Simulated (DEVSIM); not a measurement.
Device: Si n-i-p diode, at 300 K.

Layer 1 from the left is Si, thickness (μm) 0.870, Nd (cm⁻³) 6.5e17, τn (s) 1.1e-7, τp (s) 1.1e-7. Layer 2 from the left is Si, thickness (μm) 0.740, Na (cm⁻³) 2.5e11, τn (s) 1.1e-7, τp (s) 1.1e-7. Layer 3 from the left is Si, thickness (μm) 0.200, Na (cm⁻³) 6.4e18, τn (s) 1.1e-7, τp (s) 1.1e-7.

Left contact: ohmic. Right contact: ohmic. Voltage is applied to the left contact. Recombination: SRH at mid-gap. Gap narrowing is on: ΔEg = 6.92 meV × (l + √(l² + 0.5)), l = ln(N/1.3e17 cm⁻³), shared equally by both band edges. Mobility is μmin + (μ − μmin)/(1 + (N/Nref)^α).

The device is made up for the run: typed textbook-type constants, with dimensions and the other settings drawn at random. Values at 300 K.

Si: gap (eV) 1.124, affinity (eV) 4.05, permittivity 11.7, Nc (cm⁻³) 2.86e19, Nv (cm⁻³) 3.1e19, μn (cm²/Vs) 1417, μp (cm²/Vs) 470, μn,min 52, μp,min 45, Nref,n 9.7e16, Nref,p 2.2e17, αn 0.68, αp 0.72.

Model (solved in DEVSIM): 1D drift-diffusion, Boltzmann statistics, complete ionisation; no tunnelling, impact ionisation, image-force lowering or self-heating.

Task: What does the simulation give for the dark forward voltage at 100 A/cm², the potential step across the device at zero bias, the dark forward voltage at 1 A/cm²?

Result: dark forward voltage at 100 A/cm² 0.781 V; potential step across the device at zero bias 0.947 V; dark forward voltage at 1 A/cm² 0.657 V.
